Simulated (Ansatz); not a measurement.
BN (F-43m), HSE06, rigid bands (Ansatz, an electronic-structure program). Band gap 5.80 eV, N_c = 1.92e19 cm⁻³ and N_v = 7.95e19 cm⁻³ at 300 K, conductivity masses of 0.371 mₑ (electrons) and 0.653 mₑ (holes). Take k_BT = 0.02585 eV.

Task: A film of it is 5 nm thick. Estimate the confinement energies in an infinite well.

Result: ħ²π²/(2m t²) = 0.376 eV·nm²/(m/mₑ × t²) gives 40.5 meV for electrons and 23.0 meV for holes, so the gap would widen to about 5.86 eV. Finite barriers and nonparabolic bands lower this, and with several valleys or bands the heaviest mass along the normal sets the lowest level, not this average.

Task: Find the intrinsic carrier density and the intrinsic Fermi level.

Result: n_i = √(N_c N_v) exp(−E_g/2k_BT) = 3.91e19 × exp(−112.18) = 7.5e-30 cm⁻³. The level lies (k_BT/2) ln(N_v/N_c) = 18 meV from mid-gap (positive towards the conduction band). Each 0.1 eV added to the gap lowers n_i by a factor of 6.9.

Task: What thermal injection velocity √(2k_BT/πm) limits a ballistic channel?

Result: 8.83e6 cm/s for electrons and 6.66e6 cm/s for holes, a ratio of √(m_h/m_e) = 1.33, for dilute carriers.

Rigid bands with the computed gap; masses take one relaxation time for all states. Spin-orbit coupling is left out. Geometry: cell and atoms relaxed with PBEsol.
